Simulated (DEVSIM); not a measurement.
System: abrupt Ge p-n junction, at 350 K.

| layer (left to right) | material | thickness (μm) | Nd (cm⁻³) | Na (cm⁻³) | τn (s) | τp (s) |
|---|---|---|---|---|---|---|
| 1 | Ge | 84.0 | - | 1.4e18 | 0.00047 | 0.00047 |
| 2 | Ge | 34.0 | 3e15 | - | 0.00047 | 0.00047 |

Left contact: ohmic. Right contact: ohmic. Voltage is applied to the left contact. Recombination: SRH at mid-gap, Auger. Mobility is constant in doping.

Constants are typed, rounded textbook-type inputs, not results; the design itself was drawn at random and stands for no fabricated device. Values at 300 K; Nc and Nv go as T^1.5, mobilities as T to minus their exponent, the gap by Varshni's rule with the affinity fixed.

```
parameter               Ge
----------------  --------
gap (eV)             0.664
affinity (eV)            4
permittivity            16
Nc (cm⁻³)          1.04e19
Nv (cm⁻³)             6e18
μn (cm²/Vs)           3900
μp (cm²/Vs)           1900
T exponent of μn      1.66
T exponent of μp      2.33
Cn (cm⁶/s)           1e-31
Cp (cm⁶/s)           1e-31
Varshni α (eV/K)  0.000477
Varshni β (K)          235
```

Simulated with DEVSIM: 1D drift-diffusion, Boltzmann statistics, complete ionisation; no tunnelling, impact ionisation, image-force lowering or self-heating.

The doping Nd of layer 2 was swept, all else fixed.

```tsv
doping Nd of layer 2 (cm^-3)	dark forward voltage at 1 A/cm² (V)	dark forward voltage at 100 A/cm² (V)	largest field in the device at zero bias (V/cm)	potential step across the device at zero bias (V)
9e13	0.050	0.291	59000	0.269
3e14	0.061	0.292	60000	0.282
9e14	0.079	0.294	60000	0.306
3e15	0.107	0.300	60000	0.341
9e15	0.137	0.311	63000	0.374
3e16	0.172	0.330	71000	0.410
9e16	0.204	0.352	95000	0.443
```

From the first row to the last the dark forward voltage at 1 A/cm² goes from 0.050 to 0.204. From the first row to the last the dark forward voltage at 100 A/cm² goes from 0.291 to 0.352.
